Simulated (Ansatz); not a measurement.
The starting structures come from a database of crystals and need not be the phases stable at ambient conditions.

 Where the default PAW files enter, the runs use the earlier of Ansatz's two default sets.

By PBEsol, the system below comes out a metal.

Without scattering a metal conducts by its projected Fermi surface.

Given:

```
Sn
1.0
    5.35888     0.00000     0.00000
   -2.67944     4.64093     0.00000
    2.67944     1.54698     1.09388
Sn
1
Direct
  0.00000   0.00000   0.00000
```

Space group of this cell: Im-3m, bcc (W type). The cell is taken as given; by PBEsol its mean pressure is -2.1 GPa.

The current flows along the normal of the first two printed cell vectors, the (111) plane of the conventional cell. No spin-orbit coupling; the value is a mean over 0.1 eV about the Fermi level.

**Question.** Estimate the ballistic conductance per area that Ansatz (a program for electronic structure) with PBEsol returns for this system.

**Answer.** 1.2 × 10¹⁵ S/m² for both spins.
